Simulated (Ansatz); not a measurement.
The parent structure is TeS2 in the CdI2 type structure (space group P-3m1, No. 164; a = 3.744 Å, c = 5.460 Å; a hypothetical phase, not in the database extracts checked; layered; relaxed with 0.1 eV smearing). Axes: x lies along a and z along c of the hexagonal cell.

Calculations: DFT with PBEsol-D3(BJ), PAW potentials and a 420 eV plane-wave cutoff in Ansatz (an electronic-structure program), spin-orbit coupling left out.

It is then changed as follows: uniaxial strain ε_yy = +2.13 %, all other strain components held at zero, atoms relaxed at fixed cell.

Task: What happens to the stress and largest internal atomic displacement?

Result: The stress (xx, yy, zz, yz, xz, xy; compression positive) amounts to (-0.5, -2.2, -0.5, -0.2, 0.0, 0.0) GPa; the largest internal atomic displacement amounts to 0.022 Å.

Stability against distortions was not tested. All final runs are without spin polarisation.
